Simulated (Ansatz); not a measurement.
System: A15 V3Si (cubic form, which distorts at low temperature). Method: rVV10 (Ansatz, a quantum-chemistry and plane-wave program, PAW).

Run with plane-wave cutoff 520 eV, 12×12×12 k mesh, Fermi–Dirac smearing 0.05 eV, no spin polarisation, scalar-relativistic PAW data made under PBE.

Pressure at four volumes; x = ln(V/13.085 Å³). One pressure is withheld.

| V (Å³/atom) | x | P (GPa) |
|---|---|---|
| 12.300 | -0.0619 | ? |
| 12.562 | -0.0408 | 8.58 |
| 13.085 | 0.0000 | 0.01 |
| 13.870 | 0.0583 | -9.99 |

Task: Pass a parabola P(x) through the three rows shown, estimate the bulk modulus and its pressure derivative near zero pressure, and predict the withheld pressure.

Result: Slopes between the rows: (0.01 − (8.58))/(0.0000 − (-0.0408)) = -210.05 and (-9.99 − (0.01))/(0.0583 − (0.0000)) = -171.53 GPa. Their difference over the span 0.0991 is c = 38.52/0.0991 = 388.7 GPa, so P(x) = 8.58 + (-210.05)(x − (-0.0408)) + 388.7 (x − (-0.0408))(x − (0.0000)). At the middle row B = −dP/dx = −[-210.05 + 388.7 × 0.0408] = 194.2 GPa, and B′ = dB/dP = 2c/B = 4.0. At x = -0.0619 the parabola gives 13.52 GPa; the run gives 13.56 GPa. The Birch–Murnaghan fit to the energies at all volumes has B0 = 193 GPa and B′ = 4.1.

Measured, for comparison: bulk modulus 171 GPa (300 K, not corrected to a static lattice, our sources range from 171 to 176; as tabulated in Lu and Klein (1997), arXiv:cond-mat/9704251). Computed (rounded) less measured: bulk modulus +13 % (+10 % to +13 % over the range).

Note: symmetry holds this phase in the static calculation, where it need not be a minimum.
